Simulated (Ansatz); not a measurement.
By PBEsol, the system below comes out a metal.

Given:

```
CELL_PARAMETERS angstrom
      4.03150     0.00000     0.00000
      2.01575     4.10989     0.00000
      2.01575    -0.98865     1.75665
ATOMIC_POSITIONS crystal
  Cu 0.00000 0.50000 0.50000
  Au 0.00000 0.00000 0.00000
```

Space group of this cell: P4/mmm. The cell is taken as given; by PBEsol its mean pressure is -3.8 GPa.

The current flows along the normal of the first two printed cell vectors, the (111) plane of the conventional cell. No spin-orbit coupling; the value is a mean over 0.1 eV about the Fermi level.

Q: Predict the ballistic conductance per area from PBEsol (Ansatz, a first-principles code).

A: 0.94 × 10¹⁵ S/m² for both spins.
